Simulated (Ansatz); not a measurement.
Defect migration in monoclinic HfO2: interstitial H, charge state +1. The step: a direct jump of one H atom; the atom moves 2.07 Å along (-0.20, 0.17, -0.33) of the unit cell; the moving atom starts with neighbours O at 0.99, O at 1.91 Å and ends with O at 0.98, O at 2.13 Å. A PBE band in Ansatz (plane-wave PAW, the Γ point alone, 96 host sites, 65 SCF runs with any check of the saddle's order, static, no finite-size correction) gives a forward barrier of 0.36 eV. The check of the saddle point's order was inconclusive. The charge state is imposed; whether it is stable for some Fermi level was not computed. Sites that were not tried may lie lower.

Single points at the band's start and saddle point can refine it. Rough cost of one point, in units of the band's mean SCF on the same machine:

| Level | Cost of one point |
|---|---|
| PBE, a 2×2×2 k-point mesh shifted by half a step | about 8 |
| r2SCAN at 500 eV, the Γ point alone | under 2 |

Which of these move the barrier by more than 0.1 eV, and how far does each move it?

Not one does. PBE, a 2×2×2 k-point mesh shifted by half a step: 0.00 eV; r2SCAN at 500 eV, the Γ point alone: +0.04 eV. Each functional is compared with PBE at the same k-points.

Ansatz is a first-principles code.
